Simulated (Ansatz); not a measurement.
Take MgS in the rock salt structure (space group Fm-3m, No. 225; a = 5.182 Å) as the base.

Modification: cell and atoms relaxed at a pressure of 10 GPa.

Calculations: DFT with PBEsol, PAW potentials and a 420 eV plane-wave cutoff in Ansatz (a quantum-chemistry and plane-wave program), no spin-orbit coupling.

Base, band edges from the VBM (valence, conduction): X -1.73, 2.73; W -2.43, 5.25; L -0.61, 4.41; Γ 0.00, 3.69; K -1.40, 3.83; U -1.40, 3.83 eV.

Q: Give the band edges at the high-symmetry points of the new zone, measured from its valence-band maximum.

A: 
| point | valence edge (eV) | conduction edge (eV) |
|---|---|---|
| Γ | 0.00 | 4.57 |
| X | -1.98 | 2.92 |
| U | -1.63 | 3.92 |
| K | -1.63 | 3.92 |
| L | -0.75 | 4.54 |
| W | -2.74 | 5.64 |

The gap is 2.92 eV, indirect, Γ → X.

Load acts through the strain it causes; cell and atoms are relaxed under it. Whether these cells are dynamically stable was not tested. No other phases were tried under pressure.
